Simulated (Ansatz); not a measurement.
**Effect of C vacancy on SiC**

Start from an 8-atom supercell of SiC in the zinc blende structure (space group F-43m, No. 216; a = 4.356 Å) at its relaxed geometry.

Perturbation: one C atom is removed, atoms relaxed at fixed cell, starting from a slightly rattled geometry.

Method: r2SCAN in Ansatz (plane waves to 500 eV, PAW, no spin-orbit coupling). k-mesh 6×6×6 (Γ-centred); smearing 0.01 eV (Fermi–Dirac).

The largest displacement of a host atom from its site in the perfect cell comes out as 0.01 Å and the mean distance from the defect site to its nearest host atoms stays essentially unchanged (189 pm against 188 pm).

The magnetic state is the one reached from the starting moments; the real material's order can differ, and small cells can't hold many antiferromagnetic ones. The cell is small, so the values are those of an ordered compound at a high defect concentration; dilute-limit values will differ. Starting moments died away, wholly or in part, for C vacancy; another magnetic solution may exist. The defect cell is spin-polarised and ends with 0.0 μB.

Ansatz is a program for electronic structure.
